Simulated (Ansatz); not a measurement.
## AlN: transverse stress against strain

AlN (wurtzite, P6_3mc, 10.645 Å³/atom and stress up to 0.01 GPa in the relaxed cell, c along z) under a strain ε along c (axis z), the other axes held. PBE in Ansatz, a plane-wave DFT program (PAW, default set), 420 eV, 12×12×7 Γ-centred mesh, Fermi-Dirac smearing 0.05 eV; ions are relaxed, or left where forces stay under 0.02 eV/Å, within the symmetry of each cell. Stress is positive for a compressed cell.

Here s stands for strain and y for stress xx.

| strain (%) | stress xx (GPa) |
|---|---|
| -1.20 | 1.24 |
| -0.60 | 0.61 |
| 0.00 | 0.00 |
| 0.60 | -0.56 |
| 1.20 | -1.09 |
| 3.00 | ? |

The 5 complete rows are fitted with a straight line, y against s. Means: s 0, y 0.040. About the means, the sum of products is -3.4980 and the sum of squares of s is 3.6000; the slope is their ratio. Least squares gives y = 0.040 - 0.9717·s. Residuals (row less fit): 0.034, -0.013, -0.040, -0.017, 0.036; standard error 0.039 (degrees of freedom: 3). The slope gives the elastic constant C13 = 97 ± 2 GPa (± standard error of the fit, which holds the terms cut off).

Q: What does the fit predict for y at s = 3.00, and how far is the calculated value from it?

A: y = 0.040 - 0.9717 × 3.0 = -2.875 GPa. The calculation gives -2.47 GPa, 0.405 GPa above the prediction (10.9 % of the range of y in the table). The row lies outside the fitted rows, so this is an extrapolation. From the scatter of the fitted rows alone, a prediction at this place has a standard error of 0.075 GPa, so the miss is 5.4 times that.

A polynomial of degree 2 through the 10 other runs of the series gives -2.44 there, so most of the miss is curvature that the fit leaves out. Rows are the converged runs of the series near zero and its far end; series whose fitted rows scatter by over a few per cent of the range, as at a crossing or softening among them, aren't shown in this form, nor equations of state whose B0' disagrees with the runs' pressures. Most that stay on the fit to the last digits aren't either.
